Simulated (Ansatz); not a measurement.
Start from CdGeAs2 in the chalcopyrite structure (space group I-42d, No. 122; a = 5.874 Å, c = 11.226 Å). Axes: x, y, z lie along a, b, c of the conventional cell.

All numbers come from Ansatz (a first-principles code) LDA, spin-orbit coupling left out.

Before the change:

- Shortest interatomic distance: 2.426 Å

One thing is altered: uniaxial strain ε_zz = −3.00 %, all other strain components held at zero; the atoms relax in the strained cell.

Question: What does the calculation give for the shortest interatomic distance after the change?

Answer: The shortest interatomic distance falls by 0.025 Å to 2.401 Å.

Question: What happens to the stress?

Answer: The stress (xx, yy, zz, yz, xz, xy; compression positive) amounts to (1.76, 1.76, 2.70, 0.00, 0.00, 0.00) GPa.

Stability against distortions was not tested.
